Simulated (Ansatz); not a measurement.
Take Al in the fcc (Cu type) structure (space group Fm-3m, No. 225; a = 4.015 Å; relaxed with 0.1 eV smearing) as the base.

Calculations: PBEsol, PAW, 420 eV (Ansatz, a quantum-chemistry and plane-wave program; scalar-relativistic without spin-orbit coupling), earlier PAW set.

Base values:

Pressure: 0.0 GPa

Perturbation: the cell is scaled by 0.9715 in all directions; the atoms relax in the strained cell.

Q: How does this affect the energy relative to the base?

A: The energy increases by 34 meV/atom.

Q: Estimate the effect on the pressure.

A: The pressure goes from zero to 8.6 GPa.

Whether these cells are dynamically stable was not tested.
